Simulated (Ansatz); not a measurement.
The starting structures come from a database of crystals and need not be the phases stable at ambient conditions.

Tunnelling through a barrier is set by its complex band structure: the current falls as exp(−2κd) with the smallest κ.

Data:

```
CELL_PARAMETERS angstrom
      7.61485     0.00000     0.00000
      0.00000     7.68546     0.00000
      0.00000     3.84273     2.21860
ATOMIC_POSITIONS crystal
  Ba 0.00000 0.00000 0.00000
  Cd 0.63031 0.33333 0.00000
  Cd 0.36969 0.66667 0.00000
  P  0.26843 0.33333 0.00000
  P  0.73157 0.66667 0.00000
```

Space group of this cell: P-3m1. The cell is taken as given.

Transport runs along the normal of the first two printed cell vectors, the (110) plane of the conventional cell.

No gap correction and no spin-orbit coupling; mid-gap values are interpolated between computed energies.

### Question
State the band gap and the smallest decay constant κ at mid-gap according to r2SCAN (Ansatz, a quantum-chemistry and plane-wave program).

### Answer
Gap 1.09 eV on a 4×14×14 mesh; κ = 0.086 1/Å, at the zone centre.
